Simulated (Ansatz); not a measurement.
Reference: LiNbO₃ (R3c), PBEsol, rigid bands (plane waves, PAW, scalar-relativistic; Ansatz, a program for electronic structure); axes and stresses refer to this cell.

```
CELL_PARAMETERS angstrom
      2.56719     1.48217     4.60837
     -2.56719     1.48217     4.60837
      0.00000    -2.96434     4.60837
ATOMIC_POSITIONS crystal
  Li 0.28077 0.28077 0.28077
  Li 0.78077 0.78077 0.78077
  Nb 0.99840 0.99840 0.99840
  Nb 0.49840 0.49840 0.49840
  O  0.10932 0.35999 0.71862
  O  0.71862 0.10932 0.35999
  O  0.35999 0.71862 0.10932
  O  0.21862 0.85999 0.60932
  O  0.85999 0.60932 0.21862
  O  0.60932 0.21862 0.85999
```

- hole mass along x = 3.1 mₑ
- electron mass along z = 1.15 mₑ
- electron conductivity mass = 1.64 mₑ

Task: Change: spin-orbit coupling switched on. What happens to hole mass along x, electron mass along z, electron conductivity mass?

Result: hole mass along x moves little, to 3.2 mₑ; electron mass along z increases to 1.21 mₑ; electron conductivity mass moves little, to 1.67 mₑ.

Masses are for dilute carriers at 300 K, harmonic means over directions unless an axis is named. Spin-orbit coupling is left out unless a row names it.
